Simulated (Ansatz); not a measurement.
## Re, response to strain

Take Re in the hcp (Mg type) structure (space group P6_3/mmc, No. 194; a = 2.776 Å, c = 4.481 Å; relaxed with 0.1 eV smearing) as the base. Axes: x lies along a and z along c of the hexagonal cell.

Strains are applied to the cell and any free atomic positions relax; under biaxial strain the out-of-plane vector relaxes too.

Method: Ansatz (a first-principles code), PBE, PAW, cutoff 420 eV, without spin-orbit coupling.

Notes on the quantities. in-plane stress: mean in-plane stress (compression positive).

| case | volume per atom | in-plane stress |
|---|---|---|
| base | 14.96 Å³ | – |
| biaxial strain −3.00 %, plane normal [001], relaxed out of plane | 14.35 Å³ | +26.3 GPa |
| biaxial strain −2.50 %, plane normal [001], relaxed out of plane | (withheld) | (withheld) |
| biaxial strain −2.00 %, plane normal [001], relaxed out of plane | 14.55 Å³ | +16.4 GPa |
| biaxial strain −1.00 %, plane normal [001], relaxed out of plane | 14.76 Å³ | +7.7 GPa |
| biaxial strain −0.50 %, plane normal [001], relaxed out of plane | 14.86 Å³ | +3.7 GPa |
| biaxial strain +0.50 %, plane normal [001], relaxed out of plane | 15.06 Å³ | -3.5 GPa |
| biaxial strain +1.00 %, plane normal [001], relaxed out of plane | 15.15 Å³ | -6.7 GPa |
| biaxial strain +1.50 %, plane normal [001], relaxed out of plane | 15.25 Å³ | -9.7 GPa |
| biaxial strain +3.00 %, plane normal [001], relaxed out of plane | 15.53 Å³ | -17.4 GPa |

Task: Some entries are withheld; estimate them.

Result: 
- biaxial strain −2.50 %, plane normal [001], relaxed out of plane, volume per atom: 14.45 Å³
- biaxial strain −2.50 %, plane normal [001], relaxed out of plane, in-plane stress: +21.2 GPa

No phonon test of stability was made. All final runs are without spin polarisation.
